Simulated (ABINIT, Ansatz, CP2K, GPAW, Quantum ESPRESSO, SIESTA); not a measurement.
# One structure in several programs: Tl (P6_3/mmc, 2 atoms in the cell)

Self-consistent single point, at a second geometry (lattice scaled by 0.98). First geometry:

```
CELL_PARAMETERS angstrom
      1.71651    -2.97308     0.00000
      1.71651     2.97308     0.00000
      0.00000     0.00000     5.47694
ATOMIC_POSITIONS crystal
  Tl 0.33333 0.66667 0.25000
  Tl 0.66667 0.33333 0.75000
```

Shared settings, as Ansatz (a program for electronic structure) writes them: kpoints.mp_grid.grid = 8 8 4; scf.occupations.method = gaussian; scf.occupations.width = 0.05 eV. Potentials and cutoffs stand in the table.

```
code                                                                                                                                model  ΔF from the first geometry (meV/atom)  pressure (GPa)       cutoff
----------------  -----------------------------------------------------------------------------------------------------------------------  -------------------------------------  --------------  -----------
Quantum ESPRESSO                                                                        PBE, SSSP 1.1.2 efficiency (PBE) pseudopotentials                                   66.2            6.55        40 Ry
Ansatz                                                                                                             PBE, default PAW files                                   66.3            8.22      default
SIESTA            GGA PBE, numerical atomic orbitals DZP, PseudoDojo PBE standard norm-conserving potentials (rewritten from UPF to PSML)                                   66.2            8.34  grid 400 Ry
ABINIT                                                           PBE, norm-conserving pseudopotentials (PseudoDojo nc-sr-05 PBE standard)                                   64.5            8.06        30 Ha
CP2K                                                              PBE, GPW, DZVP-MOLOPT-PBE-GTH basis, GTH-PBE potentials (POTENTIAL_UZH)                                   70.1            8.71  grid 500 Ry
GPAW                                                                                         PBE, GPAW PAW datasets PBE (gpaw-data 1.0.1)                                   62.3            7.82       600 eV
```

For Quantum ESPRESSO (by 1.7 GPa) the energy change implies a higher mean pressure, against the two pressures, than for the other programs: a sign of finite-basis (Pulay) stress.

On Ansatz's run: spin-orbit coupling is off.

The spread over the programs that give each value: ΔF from the first geometry within 7.8 meV/atom; pressure within 2.16 GPa.

SIESTA and CP2K use small atom-centred bases, whose incompleteness enters pressures, forces and empty levels differently from a plane-wave cutoff. Ansatz's pressure is given at a fixed set of plane waves, as the other plane-wave codes print theirs; with its correction for the finite basis it is 8.27 GPa. In the pressure, Quantum ESPRESSO (by 1.39) lies more than 1 GPa from the median of the plane-wave programs.

The starting cell has typed, rounded lattice constants, without a prior relaxation at this level. Its lattice was rescaled by a random factor within 2.5 % of one. For this run, on top of that: lattice scaled by 0.98.

Left out of this page: Elk and FLEUR (not drawn, or without a comparable value).

Keys are those of Ansatz 0.2.
